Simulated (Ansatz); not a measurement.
# GaSe in the beta-GaS type structure (space group P6_3/mmc, No. 194; layered, stacked along the Cartesian z axis)

```cif
data_Ga4Se4
_chemical_formula_sum 'Ga4 Se4'
_space_group_name_H-M_alt 'P63/mmc'
_space_group_IT_number 194
_space_group_name_Hall '-P 6c 2c'
_cell_length_a 3.76901
_cell_length_b 3.76901
_cell_length_c 15.95971
_cell_angle_alpha 90.000
_cell_angle_beta 90.000
_cell_angle_gamma 120.000
loop_
_atom_site_label
_atom_site_type_symbol
_atom_site_symmetry_multiplicity
_atom_site_Wyckoff_symbol
_atom_site_fract_x
_atom_site_fract_y
_atom_site_fract_z
_atom_site_occupancy
Ga1 Ga 4 f 0.33333 0.66667 0.17345 1
Se1 Se 4 f 0.66667 0.33333 0.09959 1
```

Calculations: DFT with PBE-D3(BJ), PAW potentials and a 420 eV plane-wave cutoff in Ansatz (a program for electronic structure), without spin-orbit coupling. k-mesh 10×10×2 (Γ-centred); smearing 0.05 eV (Fermi–Dirac).

```json
{
 "volume_per_atom": "24.54 Å³",
 "density": "5.03 g/cm³",
 "band_gap": "0.87 eV, direct at Γ",
 "electron_mass": "0.095 mₑ along c, 0.12 mₑ across",
 "hole_mass": "0.082 mₑ along c, 1.5 mₑ across",
 "Lowest conduction-band minima above the VBM": "Γ 0.87 eV; M (1/2, 0, 0) 1.02 eV; K (1/3, 1/3, 0) 1.43 eV",
 "total_energy": "-4626.919 eV/atom (σ→0; compares only within this code and set-up)"
}
```

Masses are band curvatures over ±0.01 Å⁻¹ around the edge. Whether these cells are dynamically stable was not tested.
